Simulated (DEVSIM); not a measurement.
System: Schottky contact on n-type Ge, at 300 K.

| layer (left to right) | material | thickness (μm) | Nd (cm⁻³) | τn (s) | τp (s) |
|---|---|---|---|---|---|
| 1 | Ge | 9.60 | 3.9e16 | 1e-7 | 1e-7 |

Left contact: Schottky, work function 4.27 eV, emission velocity 6.6e6 cm/s. Right contact: ohmic. Voltage is applied to the left contact. Recombination: SRH at mid-gap, radiative, Auger. Mobility is constant in doping.

The device is made up for the run: typed textbook-type constants, with dimensions and the other settings drawn at random. Values at 300 K.

```
parameter           Ge
-------------  -------
gap (eV)         0.664
affinity (eV)        4
permittivity        16
Nc (cm⁻³)      1.04e19
Nv (cm⁻³)         6e18
μn (cm²/Vs)       3900
μp (cm²/Vs)       1900
B (cm³/s)      6.4e-14
Cn (cm⁶/s)       1e-31
Cp (cm⁶/s)       1e-31
```

DEVSIM, 1D drift-diffusion, Boltzmann statistics, complete ionisation; no tunnelling, impact ionisation, image-force lowering or self-heating. Metal contacts follow the ideal Schottky-Mott rule: no Fermi-level pinning, no interface dipoles.

The metal work function was swept, all else fixed.

| metal work function (eV) | potential step across the device at zero bias (V) | largest field in the device at zero bias (V/cm) |
|---|---|---|
| 4.12 | 0.024 | 12000 |
| 4.17 | 0.026 | 8900 |
| 4.22 | 0.076 | 21000 |
| 4.27 | 0.126 | 29000 |
| 4.32 | 0.176 | 36000 |
| 4.37 | 0.226 | 42000 |
| 4.42 | 0.276 | 47000 |
| 4.47 | 0.326 | 51000 |

From the first row to the last the potential step across the device at zero bias goes from 0.024 to 0.326. From the first row to the last the largest field in the device at zero bias goes from 12000 to 51000.
